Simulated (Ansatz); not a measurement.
The starting structures come from a database of crystals and need not be the phases stable at ambient conditions.

Input:

```
CELL_PARAMETERS angstrom
      6.12777     0.00000     0.00000
      0.00000    10.70801     0.00000
      0.00000    -3.61377     5.06329
ATOMIC_POSITIONS crystal
  K  0.50881 0.25000 0.28969
  K  0.49119 0.75000 0.71031
  K  0.00881 0.75000 0.21031
  K  0.99119 0.25000 0.78969
  Ca 0.00000 0.00000 0.00000
  Ca 0.50000 0.00000 0.50000
  Ca 0.50000 0.50000 0.00000
  Ca 0.00000 0.50000 0.50000
  F  0.79325 0.45700 0.74895
  F  0.20675 0.54300 0.25105
  F  0.29325 0.54300 0.75105
  F  0.70675 0.45700 0.24895
  F  0.70675 0.04300 0.83495
  F  0.29325 0.95700 0.16505
  F  0.20675 0.95700 0.66505
  F  0.79325 0.04300 0.33495
  F  0.08166 0.25000 0.22146
  F  0.91834 0.75000 0.77854
  F  0.58166 0.75000 0.27854
  F  0.41834 0.25000 0.72146
```

Space group of this cell: Pnma. The cell is taken as given.

Transport runs along the normal of the first two printed cell vectors.

No gap correction and no spin-orbit coupling; mid-gap values are interpolated between computed energies.

### Question
Compute, with Ansatz (a first-principles code) with r2SCAN, the band gap and the smallest decay constant κ at mid-gap.

### Answer
Gap 7.63 eV on a 6×6×6 mesh; κ = 0.581 1/Å, at the zone centre.
